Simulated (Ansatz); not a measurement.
**CdSiP₂ in the chalcopyrite structure (space group I-42d, No. 122)**

```yaml
crystal:
  lattice:
    - [-2.86200, 2.86200, 5.29109]
    - [2.86200, -2.86200, 5.29109]
    - [2.86200, 2.86200, -5.29109]
  atoms:
    - { symbol: Cd, position: [0.75000, 0.25000, 0.50000] }
    - { symbol: Cd, position: [0.00000, 0.00000, 0.00000] }
    - { symbol: Si, position: [0.25000, 0.75000, 0.50000] }
    - { symbol: Si, position: [0.50000, 0.50000, 0.00000] }
    - { symbol: P, position: [0.17061, 0.12500, 0.54561] }
    - { symbol: P, position: [0.57939, 0.62500, 0.45439] }
    - { symbol: P, position: [0.37500, 0.82939, 0.95439] }
    - { symbol: P, position: [0.87500, 0.42061, 0.04561] }
```

All numbers come from Ansatz (an electronic-structure program), PBE, PAW, cutoff 420 eV, scalar-relativistic without spin-orbit coupling, earlier PAW set. k-mesh 8×8×8 (Γ-centred); smearing 0.05 eV (Fermi–Dirac).

```json
{
  "volume_per_atom": "21.67 Å³",
  "density": "3.88 g/cm³",
  "band_gap": "1.42 eV, direct at Γ",
  "electron_mass": "0.70 mₑ along c, 0.28 mₑ across",
  "hole_mass": "0.14 mₑ along c, 0.47 mₑ across",
  "total_energy": "-2600.649 eV/atom (σ→0; compares only within this code and set-up)"
}
```

Effective masses come from finite differences of ±0.01 Å⁻¹. No phonon test of stability was made.
